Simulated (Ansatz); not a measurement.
Consider CsSnBr$_{3}$ in the cubic perovskite structure (space group Pm-3m, No. 221; a = 5.764 Å).

Computed with PBEsol (Ansatz, a quantum-chemistry and plane-wave program, PAW, without spin-orbit coupling), earlier PAW set.

For the base:

The gap character is direct at R and the shortest interatomic distance is 2.882 Å.

One thing is altered: every Sn is replaced by Pb, then cell and atoms are relaxed.

### Question
How does this affect the hole mass, gap character, shortest interatomic distance and electron mass?

### Answer
The hole mass amounts to 0.13 mₑ (at R); the gap character is still direct at R; the shortest interatomic distance grows by 0.054 Å, from 2.882 Å to 2.936 Å; the electron mass (degenerate bands, along [100]) comes out as 0.077, 0.74, 0.74 mₑ (at R).

Spin-orbit coupling, missing from the scalar runs, can matter with Pb. Masses are band curvatures over ±0.01 Å⁻¹ around the edge. Whether these cells are dynamically stable was not tested. Many cubic perovskites are stable only at high temperature; tilts and polar distortions were not tested. This is not the structure that CsPbBr3 has at room temperature and ambient pressure.
